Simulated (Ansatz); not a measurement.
Seebeck coefficient (μV/K, mean over directions) of n-type ZnS (F-43m) against carrier density, PBEsol with spin-orbit coupling, rigid bands (Ansatz, a quantum-chemistry and plane-wave program). Computed gap 2.06 eV; densities at which minority carriers matter at this gap, or further valleys turn the trend, are left out. Conductivity mass 0.179 mₑ (harmonic mean over directions), N_c = 1.8e18 cm⁻³ at 300 K.

```tsv
electron density	300 K	500 K
1e16 cm⁻³	-662	-730
1e17 cm⁻³	-464	?
1e18 cm⁻³	-269	-336
3e18 cm⁻³	-183	?
1e19 cm⁻³	-104	-155
3e19 cm⁻³	-56	-90
1e20 cm⁻³	-28	-46
3e20 cm⁻³	?	-26
```

**Question.** What belongs in the gaps?

**Answer.** 
- 1e17 cm⁻³, 500 K: -532
- 3e18 cm⁻³, 500 K: -245
- 3e20 cm⁻³, 300 K: -16

Rigid bands with a gap fixed in temperature, one relaxation time for all states, no polarons or phonon drag, and whether or not such doping can be reached.
